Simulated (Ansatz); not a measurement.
Consider AlN in the zinc blende structure (space group F-43m, No. 216; a = 4.3698 Å). Axes: x, y, z lie along the cube axes.

All numbers come from r2SCAN in Ansatz (plane waves to 500 eV, PAW, spin-orbit coupling left out).

Strains are applied to the cell and any free atomic positions relax; under biaxial strain the out-of-plane vector relaxes too.

One change was made to it. Results:

```csv
quantity,base,after
smallest direct gap,4.84 eV,4.93 eV
"valley order (the lowest conduction-band minima on the path, energy above the VBM, named in the base's zone)",X along ⟨100⟩ 3.94 eV; Γ 4.84 eV,X along [010] 3.85 eV; X along [001] 4.00 eV; Γ 4.92 eV
```

Question: Which of these changes matches the shifts?
A. biaxial strain −0.50 %, plane normal [001], relaxed out of plane
B. biaxial strain −1.50 %, plane normal [001], relaxed out of plane
C. biaxial strain −2.50 %, plane normal [001], relaxed out of plane
D. biaxial strain −3.00 %, plane normal [001], relaxed out of plane

Answer: B, biaxial strain −1.50 %, plane normal [001], relaxed out of plane. For comparison, the valley order in the other runs: biaxial strain −0.50 %, plane normal [001], relaxed out of plane gives X along [010] 3.91 eV; X along [001] 3.96 eV; Γ 4.87 eV; biaxial strain −2.50 %, plane normal [001], relaxed out of plane gives X along [010] 3.79 eV; X along [001] 4.05 eV; Γ 4.97 eV; biaxial strain −3.00 %, plane normal [001], relaxed out of plane gives X along [010] 3.76 eV; X along [001] 4.07 eV; Γ 5.00 eV.

Whether these cells are dynamically stable was not tested. This is not the structure that AlN has at room temperature and ambient pressure.

Ansatz is a program for electronic structure.
